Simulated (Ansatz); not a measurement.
Abridged Ansatz (a quantum-chemistry and plane-wave program) output:

```
Relaxation: its limit of steps is 60 (relax.max_steps)
Pseudopotential: Ba, paw, valence charge 10
Pseudopotential: Ti, paw, valence charge 12
Pseudopotential: O, paw, valence charge 6
Crystal: 5 atoms, lattice volume = 58.789 Å³
Basis set: ecut = 420 eV, 1189 PW (Γ), exchange–correlation on 54×54×54 points (8 copies of the dense FFT grid, shifted against one another)
Bands: 25, of which v1, the nominal top of the filled ones, is band 20 counted from 1 (19 counted from 0)
Symmetry: 48 space group operations
k-points: 35 of 512
Functional: x = slater, c = lda
SCF iter   1: F=—  HF=-9904.485822 eV  |F-HF|=—  |Δ(HF+E_count)|=         —  Δρ=1.80e-2  dr2=1.80e-1  ethr=1.77e-3  ⟨swp⟩=6.2  Hψ=4348  notcnv=0
SCF iter   2: F=—  HF=-9904.452077 eV  |F-HF|=—  |Δ(HF+E_count)|=   3.37e-2  Δρ=5.86e-3  dr2=2.36e-2  ethr=4.50e-4  ⟨swp⟩=2.8  Hψ=1727  notcnv=0  defer=24
SCF 1 converged in 6 iterations: F = -9904.447656 eV  dr2 = 3.92e-8
relax step   1: F+E_penalty+E_count = -9904.44765587 eV  Δ(F+E_penalty+E_count) = +0.000e0 eV  max|allowed force component| = 1.420e-29 eV/Å  Δτ_max = 0.0000 Å  P = +7.497 GPa  Ω = 58.789 Å³  (6 SCF iters, dr2 threshold 1.00e-7 eV, accepted)
[... steps on the carried basis left out ...]
relax step   6: F+E_penalty+E_count = -9904.41375410 eV  Δ(F+E_penalty+E_count) = +5.760e-5 eV  max|allowed force component| = 8.336e-30 eV/Å  Δτ_max = 0.0000 Å  P = +9.997 GPa  Ω = 58.163 Å³  stress off target by 3.00e-3 GPa  SCF on the basis re-selected at this cell (its energy is not comparable with the rows above)  (8 SCF iters)
SCF converged after 8 iterations
Free energy (F): -9904.413754 eV
Internal energy: -9904.413754 eV  (E = F + TS)
E sigma→0 (E₀):  -9904.413754 eV
Fermi energy:    12.354737 eV
--- Forces (eV/Å), atoms counted from 1 ---
  atom   1  Ba    -0.00000000    -0.00000000    -0.00000000
  atom   2  Ti     0.00000000    -0.00000000     0.00000000
  atom   3  O     -0.00000000     0.00000000     0.00000000
  atom   4  O      0.00000000     0.00000000     0.00000000
  atom   5  O      0.00000000    -0.00000000     0.00000000
--- Stress (GPa, compression-positive) ---
        9.997003      -0.000000      -0.000000
       -0.000000       9.997003       0.000000
       -0.000000       0.000000       9.997003
  P = ⅓ Tr σ = 9.9970 GPa (99.970 kbar)
--- Relaxed structure (4 steps of the walk, 4 accepted, 2 SCFs on fresh bases) ---
  cell:  # Å, volume = 58.1627 Å³
    - [3.8744932008546487, -9.30866139787164e-34, 3.209883240645393e-35]
    - [-9.30866139787164e-34, 3.8744932008546487, -1.6049416203226965e-35]
    - [3.209883240645393e-35, 0.0, 3.8744932008546487]
  atoms:
    - { symbol: Ba, position: [1.2382724435358479e-35, -3.611627959903327e-37, -1.5349418830715343e-36] }
    - { symbol: Ti, position: [0.5, 0.5, 0.5] }
    - { symbol: O, position: [0.5, -4.901495088386501e-37, 0.5] }
    - { symbol: O, position: [-4.127574811697559e-36, 0.5, 0.5] }
    - { symbol: O, position: [0.5, 0.5, 3.998588098598473e-37] }
```

### Question
What was computed, and what are the main results?

### Answer
BaTiO3, 5 atoms in the cell, with plane-wave PAW DFT at the LDA level (Ansatz, 420 eV), scalar-relativistic without spin-orbit coupling, from a series relaxed to a target (pressure 10 GPa). The last SCF converged to F = -9904.413754 eV, or -1980.8828 eV per atom, at a pressure of 10.00 GPa. The total energy compares only with runs of the same code, potentials and settings.

Load acts through the strain it causes; cell and atoms are relaxed under it. Whether these cells are dynamically stable was not tested. Competing high-pressure phases were not computed. All final runs are without spin polarisation. The cell was made from BaTiO₃ in the cubic perovskite structure (space group Pm-3m, No. 221) by this change: pressure 10 GPa. Many cubic perovskites are stable only at high temperature; tilts and polar distortions were not tested. This is not the structure that BaTiO3 has at room temperature and ambient pressure.

Keys are those of Ansatz 0.2.
